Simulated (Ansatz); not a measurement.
Input and output of a self-consistent single point for Ti3B4 (Imm2, 7 atoms in the cell) (Ansatz, a quantum-chemistry and plane-wave program).

Computed with PBEsol, default PAW files made with PBE (plane waves; Ansatz).

```xyz
7
Lattice="-1.5101 1.6218 6.8283 1.5101 -1.6218 6.8283 1.5101 1.6218 -6.8283" Properties=species:S:1:pos:R:3 pbc="T T T"
Ti     1.5101     0.0000     2.5819
Ti     0.0000     1.6218     4.2964
Ti     0.0000     0.0000     0.0000
B      1.5101     0.0000     5.0287
B      0.0000     1.6218     1.7997
B      0.0000     0.0000     5.9498
B      0.0000     0.0000     7.7069
```

Reference input (self-consistent single point, DFT, PBEsol, plane waves, default PAW files made with PBE): basis.ecutwfc = 420 eV; kpoints.mp_grid.grid = 9 9 9; hamiltonian.xc = pbesol; hamiltonian.pseudopotentials = {kind: paw} (the program's default PAW files); scf.occupations.method = gaussian; scf.occupations.width = 0.1 eV. This run's input differs from it in these lines:

Ansatz 0.2 input:
```diff
@@ -17,3 +17,3 @@
 kpoints:
-  mp_grid: { grid: [9, 9, 9] }
+  mp_grid: { grid: [15, 15, 15] }
 hamiltonian:
@@ -22,3 +22,3 @@
 scf:
-  occupations: { method: gaussian, width: 0.1 }
+  occupations: { method: fermi_dirac, width: 0.1 }
 output:
```

Log, with long lists cut:

```
SCF iter   1: F=—  HF=-8039.390534 eV  |F-HF|=—  |Δ(HF+E_count)|=         —  Δρ=9.37e-3  dr2=1.91e-1  ethr=1.77e-3  ⟨swp⟩=5.0  Hψ=63749  notcnv=0  defer=58
all-band conjugate gradients solve this SCF's bands
preconditioner: auto → Kerker (q_TF=auto, 2.582 Å⁻¹)
SCF iter   2: F=—  HF=-8039.373294 eV  |F-HF|=—  |Δ(HF+E_count)|=   1.72e-2  Δρ=4.94e-3  dr2=6.54e-2  ethr=3.98e-4  ⟨swp⟩=2.0  Hψ=22368  notcnv=0  defer=67
   [... lines left out ...]
SCF iter   4: F=—  HF=-8039.364934 eV  |F-HF|=—  |Δ(HF+E_count)|=   1.24e-4  Δρ=2.18e-4  dr2=5.48e-5  ethr=1.46e-6  ⟨swp⟩=2.1  Hψ=21409  notcnv=0  defer=67
SCF iter   5: F=—  HF=-8039.364896 eV  |F-HF|=—  |Δ(HF+E_count)|=   3.89e-5  Δρ=5.52e-5  dr2=3.23e-6  ethr=1.14e-7  ⟨swp⟩=2.0  Hψ=20786  notcnv=0  defer=67
SCF iter   6: F=—  HF=-8039.364895 eV  |F-HF|=—  |Δ(HF+E_count)|=   7.54e-7  Δρ=1.30e-5  dr2=2.38e-7  ethr=6.74e-9  ⟨swp⟩=2.1  Hψ=21918  notcnv=0  defer=67
SCF iter   7: F=-8039.364895 eV  HF=-8039.364895 eV  |F-HF|=3.73e-9  |Δ(HF+E_count)|=   2.98e-8  Δρ=2.56e-6  dr2=5.72e-9  ethr=2.08e-10  ⟨swp⟩=6.3  Hψ=55867  notcnv=0
SCF 1 converged in 7 iterations: F = -8039.364895 eV  dr2 = 5.72e-9
Free energy (F): -8039.364895 eV
Internal energy: -8039.281839 eV  (E = F + TS)
E sigma→0 (E₀):  -8039.323367 eV
Entropy (-TS):   -0.083056 eV (-11.865 meV/atom)
Fermi energy:    14.411565 eV
--- Forces (eV/Å), atoms counted from 1 ---
  atom   1  Ti     0.00000000    -0.00000000    -0.85016720
  atom   2  Ti    -0.00000000     0.00000000     0.20474172
  atom   3  Ti    -0.00000000    -0.00000000     0.14443173
  atom   4  B     -0.00000000     0.00000000     0.05659854
  atom   5  B      0.00000000    -0.00000000     0.13312580
  atom   6  B     -0.00000000     0.00000000     0.05143151
  atom   7  B      0.00000000    -0.00000000     0.25984775
--- Stress (GPa, compression-positive) ---
       -0.091821       0.000000       0.000000
        0.000000      -3.208312      -0.000000
        0.000000      -0.000000      -0.507489
  P = ⅓ Tr σ = -1.2692 GPa (-12.692 kbar)
  The stress holds the Pulay correction. Without it, at fixed plane waves, as pw.x and ABINIT print it: P = -1.4238 GPa
```

The run converged in 7 iterations. Against the reference run the free energy goes down by 4.5 meV/atom, the pressure hardly changes (-1.35 to -1.27 GPa) and the largest force goes from 0.863 to 0.850 eV/Å.

The starting cell comes from a database of computed structures (which also holds hypothetical and non-ambient phases and stackings), without a prior relaxation at this level. Its lattice was rescaled by up to half a per cent. One atom was moved a little off its site on purpose. Spin polarisation is off. Ansatz's pressure includes its estimate of the finite-basis (Pulay) stress.

Cost on one core of a shared machine: roughly 80 s.
